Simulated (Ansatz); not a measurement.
**What isotropic strain −3.00 % does to CaSe**

Base system: CaSe in the rock salt structure (space group Fm-3m, No. 225; a = 5.958 Å).

It is then changed as follows: the cell is scaled by 0.9700 in all directions; the atoms relax in the strained cell.

Calculations: PBE (Ansatz, a first-principles code), no spin-orbit coupling. Settings: 10×10×10 k-points, 0.05 eV Fermi–Dirac smearing.

```tsv
quantity	base	changed	shift
volume per atom	26.44 Å³	24.13 Å³	-2.31 Å³
space group	Fm-3m (No. 225)	Fm-3m (No. 225)	–
shortest interatomic distance	2.979 Å	2.890 Å	-0.089 Å
energy relative to the base (free energy F)	0 meV/atom	+35 meV/atom	+35 meV/atom
pressure	0.00 GPa	5.28 GPa	+5.28 GPa
band gap	2.08 eV	1.85 eV	-0.23 eV
gap character	indirect, Γ → X	indirect, Γ → X	–
mean gap deformation potential ΔEg/Δln V	–	+2.5 eV	–
width of the top valence band	1.62 eV	1.83 eV	+0.21 eV
electron mass	1.4 mₑ along k, 0.29 mₑ across (at X)	1.4 mₑ along k, 0.26 mₑ across (at X)	–
```

Cost of the whole job for the changed cell (relaxation, final SCF and bands): about 4 core-seconds (a rough figure).

Effective masses come from finite differences of ±0.01 Å⁻¹. Along k means along the line from Γ to the band edge. Stability against distortions was not tested.
